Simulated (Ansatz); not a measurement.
The parent structure is CaC2 (space group C2/m, No. 12; a cell from a computed database, its experimental status unchecked).

```yaml
crystal:
  lattice:
    - [3.53412, -1.88850, 0.00000]
    - [3.53412, 1.88850, 0.00000]
    - [-2.13348, 0.00000, 7.03076]
  atoms:
    - { symbol: Ca, position: [0.79929, 0.79929, 0.75340] }
    - { symbol: Ca, position: [0.20071, 0.20071, 0.24660] }
    - { symbol: C, position: [0.08023, 0.08023, 0.56545] }
    - { symbol: C, position: [0.91977, 0.91977, 0.43455] }
    - { symbol: C, position: [0.45085, 0.45085, 0.05896] }
    - { symbol: C, position: [0.54915, 0.54915, 0.94104] }
```

Cartesian axes are those of the cell as printed.

One thing is altered: tensor shear ε_xz = +1.81 % (engineering shear γ = 0.0362); the atoms relax in the strained cell.

Levels (all Ansatz, a program for electronic structure, PAW): PBEsol (420 eV, no spin-orbit coupling); r2SCAN (500 eV, scalar-relativistic without spin-orbit coupling).

The geometry is relaxed with PBEsol.

PBEsol gap character: indirect, k = (0.300, 0.400, -0.200) in the run's primitive reciprocal basis → L₂
PBEsol pressure: 2.1 kbar
PBEsol lowest conduction level above the VBM at special points: L₂ 2.07 eV; Γ 2.87 eV; V₂ 3.09 eV; A 3.48 eV

With r2SCAN at the same geometry, the gap character is still indirect, k = (0.300, 0.400, -0.200) in the run's primitive reciprocal basis → L₂; the pressure increases by 11.8 kbar to 13.9 kbar; the lowest conduction level above the VBM at special points becomes L₂ 2.53 eV; Γ 3.34 eV; V₂ 3.55 eV; A 3.95 eV (PBEsol: L₂ 2.07 eV; Γ 2.87 eV; V₂ 3.09 eV; A 3.48 eV).

Single points use the geometry relaxed with PBEsol. Their cutoffs differ, which shifts pressures a little. Stability against distortions was not tested.
